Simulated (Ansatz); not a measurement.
Where the default PAW files enter, the runs use the earlier of Ansatz's two default sets.

Inside the gap of an insulator the Bloch states are evanescent, with a wavenumber k + iκ along the transport direction.

Input:

```
PbI2
1.0
    7.89407     0.00000     0.00000
    3.94704     7.34161    -0.05791
    3.94704    -0.69021     2.17178
Pb I
1 2
Cartesian
  0.00000   0.00000   0.00000
 10.52543   4.85016   1.54142
  5.26272   1.80124   0.57245
```

Space group of this cell: P-3m1, CdI2 type. The cell was relaxed by PBE-D3(BJ).

Transport runs along the normal of the first two printed cell vectors, the (111) plane of the conventional cell.

The gap is the functional's own. No spin-orbit coupling. Mid-gap values are interpolated on the energy grid.

### Question
Predict the band gap and the smallest decay constant κ at mid-gap from PBEsol (Ansatz, a program for electronic structure).

### Answer
Gap 2.09 eV on a 14×14×14 mesh; κ = 0.186 1/Å, at (0.000, 0.500) of the in-plane reciprocal vectors. At the zone centre, at the nearest computed energy, the slowest state has κ = 0.24 1/Å.
